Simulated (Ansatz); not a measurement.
PBE against PBEsol: hypothetical P4_2/mnm BAs, tensor shear ε_xz = +3.57 %

Base system: BAs (space group P4_2/mnm, No. 136; a = 5.889 Å, c = 3.389 Å; a hypothetical phase, not in the database extracts checked). Axes: x, y, z lie along a, b, c of the conventional cell.

(Cell as relaxed with PBE.)

Levels (all Ansatz, a first-principles code, PAW): PBE (420 eV, scalar-relativistic without spin-orbit coupling); PBEsol (420 eV, without spin-orbit coupling).

Each level relaxes its own structure.

```csv
base,PBE,PBEsol
volume per atom,14.69 Å³,14.32 Å³
lattice parameter a,5.889 Å,5.837 Å
band gap,0.80 eV,0.61 eV
```

Now apply this change: tensor shear ε_xz = +3.57 % (engineering shear γ = 0.0714), atoms relaxed at fixed cell.

```csv
quantity,PBE,PBEsol
smallest direct gap,0.98 eV,0.87 eV
shift of the gap caused by the change,-0.23 eV,-0.24 eV
"stress (xx, yy, zz, yz, xz, xy; compression positive)","(0.54, 0.23, 0.02, 0.00, -7.43, 0.00) GPa","(0.54, 0.23, -0.01, 0.00, -7.61, 0.00) GPa"
band gap,0.57 eV,0.36 eV
```

PBE's smallest direct gap lies 0.11 eV above PBEsol's; PBE's band gap lies 0.204 eV above PBEsol's. Neither level is exact; PBEsol is the comparison here, not a measurement.

The cells carry an imposed strain or load. Whether these cells are dynamically stable was not tested.
